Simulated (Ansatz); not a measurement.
# The (332) surface of fcc Ag in its 1x1 cell, outermost plane spacing 0.44 Å in the ideal cut

Calculation: r2SCAN, at the PBE geometry (plane waves to 500 eV, PAW; Ansatz, an electronic-structure program).

Model: 24-atom slab, 10.2 Å thick at the start (thin: gaps and levels are the slab's own), 13x3x1 mesh, Fermi-Dirac 0.1 eV, dipole correction, single point; on the structure that PBE left under its start's symmetry; no spin, no spin-orbit, no U.

```
Item                                                                 Value
-----------------------------------  -------------------------------------
surface energy (mean of both faces)                              0.99 J/m²
work function of the top face                                      4.30 eV
cost                                 about 9 core-minutes (a rough figure)
```
